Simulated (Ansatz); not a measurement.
```json
{
 "surface": "single layer of Sb (symmetry P-3m1 as a slab, 2 atoms a cell)",
 "Vacuum level minus Kohn-Sham valence edge": "4.86 eV",
 "Vacuum level minus Kohn-Sham conduction edge": "3.54 eV",
 "gap_of_the_slab_on_its_mesh": "1.32 eV",
 "Apparent barrier, filled states, bias minus 1.0 V": "6.3 eV (κ = 1.29 1/Å)",
 "Apparent barrier, filled states, bias minus 1.6 V": "5.4 eV (κ = 1.20 1/Å)",
 "Apparent barrier, empty states, bias plus 1.1 V": "4.1 eV (κ = 1.04 1/Å)",
 "Apparent barrier, empty states, bias plus 1.7 V": "3.5 eV (κ = 0.96 1/Å)"
}
```

All values below come from PBE, Tersoff-Hamann images (plane waves, PAW; Ansatz, an electronic-structure program).

The apparent barrier is ħ²κ²/2m, with κ from the fall of the mean window density between 3.5 and 5 Å; states of large in-plane momentum fall faster than their energy alone says. Mesh 18×18×1, no spin-orbit coupling, no spin polarisation; biases count from the run's Fermi level.
